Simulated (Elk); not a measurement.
A self-consistent single point of RuAl (P1, 2 atoms in the cell) with Elk.

Method: Elk 10.2.4 with PBE, spin-orbit coupling in second variation, all-electron FP-LAPW, Elk's shipped species files, APW+lo basis with extra local orbitals.

```xyz
2
Lattice="2.9900 0.0000 0.0000 0.0000 2.9900 0.0000 0.0000 0.0000 2.9900" Properties=species:S:1:pos:R:3 pbc="T T T"
Al     1.4876     1.4713     1.4788
Ru     0.0074     0.0237     0.0162
```

Reference input (self-consistent single point, DFT, PBE, all-electron FP-LAPW, Elk's shipped species files, APW+lo basis with extra local orbitals): xctype = 20; rgkmax = 7.5; stype = 0; swidth = 0.00183747 Ha; ngridk = 7 7 7; gmaxvr = 14 1/bohr; nxlo = 2; lorbcnd = true; rmtscf = 0.94; lmaxi = 3; maxscl = 100. This run's input differs from it in these lines:

```diff
@@ -5,2 +5,5 @@
   20
+
+spinorb
+  .true.
 
@@ -23,2 +26,5 @@
   3
+
+nempty
+  10
```

The program printed (abridged):

```
│ Self-consistent loop started │
│ Loop number : 1 │
 total energy                :     -4767.36003512
 total moment                :   0.9057186031E-10 -0.1416251794E-09 -0.1092256369E-09
│ Loop number : 2 │
 total energy                :     -4767.79441825
 total moment                :   0.1653825837E-09 -0.7419369999E-10  0.2678607008E-09
RMS change in Kohn-Sham potential (target) :   0.3564985926     (  0.1000000000E-05)
Absolute change in total energy (target)   :   0.4343831274     (  0.1000000000E-03)
│ Loop number : 3 │
 total energy                :     -4767.72618328
   [... lines left out ...]
 total energy                :     -4774.84459859
 total moment                :   0.1943931643E-09  0.7735647473E-09  0.5872076524E-09
RMS change in Kohn-Sham potential (target) :   0.8327948902E-07 (  0.1000000000E-05)
Absolute change in total energy (target)   :   0.1689746668E-03 (  0.1000000000E-03)
│ Loop number : 16 │
 total energy                :     -4774.84458939
 total moment                :   0.2672804688E-09  0.6172346186E-09  0.3529657764E-09
RMS change in Kohn-Sham potential (target) :   0.3015665332E-07 (  0.1000000000E-05)
Absolute change in total energy (target)   :   0.5144569514E-04 (  0.1000000000E-03)
Convergence targets achieved

│ Loop number : 17 │

Energies :
 Fermi                       :     0.390715789995
 xc effective B-field        :    -0.159963229028E-19
 external B-field            :      0.00000000000
 total energy                :     -4774.84458639
 (external B-field energy excluded from total)

Density of states at Fermi energy :    71.57916881
 (states/Hartree/unit cell)

Estimated indirect band gap :   0.2271314084E-02
 from k-point    207 to k-point     30
Estimated direct band gap   :   0.6587508842E-02
 at k-point    219

Charges :
 core                        :    32.00000000
 valence                     :    25.00000000
 interstitial                :    3.221149747
 muffin-tins (core leakage)
  species :    1 (Al)
   atom    1                 :    11.11211540     (  0.9609921337E-03)
  species :    2 (Ru)
   [... lines left out ...]
 muffin-tins
  species :    1 (Al)
   atom    1                 :   0.2369367103E-10  0.2902480103E-10  0.3065900981E-10
  species :    2 (Ru)
   atom    1                 :   0.1986998319E-09  0.4641579415E-09  0.2060256620E-09
 total in muffin-tins        :   0.2223935029E-09  0.4931827426E-09  0.2366846718E-09
 total moment                :   0.3144490215E-09  0.6093656620E-09  0.3349653939E-09

│ Self-consistent loop stopped │
```

The run converged in 17 iterations. The count includes the last loop, which Elk runs after its targets are met. 

The starting cell has typed, rounded lattice constants, without a prior relaxation at this level. Its atoms were displaced at random from the sites of space group no. 221. Values depend on the basis (sphere radii, cutoffs, local orbitals), which need not be converged. The log's line on a gap gives a spacing of levels on this mesh, which the program prints for metals too.

Cost on one core of a shared machine: roughly 2 min.
